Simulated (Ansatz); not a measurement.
The starting structures come from a database of crystals and need not be the phases stable at ambient conditions.

The decay constant κ of evanescent states in the gap governs leakage through a thin film.

Data:

```
CdHg2O6S
1.0
    6.88531     0.00000     0.00000
    3.28172     6.60455     0.00000
   -2.97321    -0.99205     6.89722
Cd Hg S O
2 4 2 12
Cartesian
  0.39829   0.08784   5.34948
  6.79552   5.52466   1.54774
  5.57384   3.45202   5.40121
  1.61998   2.16048   1.49601
  5.08473   2.18488   1.50084
  2.10909   3.42762   5.39638
  3.83484   0.20620   4.79288
  3.35898   5.40630   2.10434
  9.06304   5.69328   1.22495
 -1.86922  -0.08077   5.67227
  3.35348   1.17523   0.93940
  3.84034   4.43728   5.95782
  2.64920   0.33452   5.70538
  4.54462   5.27799   1.19184
  0.30166  -0.03326   3.02305
  6.89215   5.64576   3.87417
  0.38783   2.36828   5.05635
  6.80598   3.24422   1.84087
  3.16665   4.14986   2.86373
  4.02717   1.46264   4.03349
```

Space group of this cell: P-1. The cell is taken as given; by r2SCAN its mean pressure is -5.1 GPa.

Transport runs along the normal of the first two printed cell vectors.

The gap is the functional's own. No spin-orbit coupling. Mid-gap values are interpolated on the energy grid.

### Question
State the band gap and the smallest decay constant κ at mid-gap according to r2SCAN in Ansatz (a quantum-chemistry and plane-wave program).

### Answer
Gap 1.74 eV on a 6×6×6 mesh; κ = 0.333 1/Å, at the zone centre.
